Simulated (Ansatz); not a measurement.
MoN2 (P4/mbm, No. 127, 6 atoms in the cell; start mp-1080193) was calculated with r²SCAN (plane waves, PAW; Ansatz, a quantum-chemistry and plane-wave program).

Settings: plane-wave cutoff 560 eV, 14×14×20 k mesh (along the axes of the cell as run), Fermi–Dirac smearing 0.05 eV, no spin polarisation, scalar-relativistic PAW data made under PBE.

Cell (relaxed at this level):

```cif
data_Mo2N4
_chemical_formula_sum 'Mo2 N4'
_space_group_name_H-M_alt 'P 1'
_space_group_IT_number 1
_cell_length_a 4.31785
_cell_length_b 4.31785
_cell_length_c 2.74038
_cell_angle_alpha 90.000
_cell_angle_beta 90.000
_cell_angle_gamma 90.000
loop_
_space_group_symop_operation_xyz
  'x, y, z'
loop_
_atom_site_label
_atom_site_type_symbol
_atom_site_fract_x
_atom_site_fract_y
_atom_site_fract_z
_atom_site_occupancy
Mo1 Mo 0.50000 0.50000 0.00000 1
Mo2 Mo 0.00000 0.00000 0.00000 1
N1 N 0.88778 0.38778 0.50000 1
N2 N 0.11222 0.61222 0.50000 1
N3 N 0.61222 0.88778 0.50000 1
N4 N 0.38778 0.11222 0.50000 1
```

Task: Predict the bulk modulus B0.

Result: 
* **bulk modulus B0**: 360 GPa

Note: the bulk modulus is −V dP/dV from two relaxed cells at ±2 % in volume; the relaxation could not lower the start's symmetry, so the cell can be a saddle point above a distorted one.

A start named mp-… is a Materials Project structure, which need not be a measured phase.
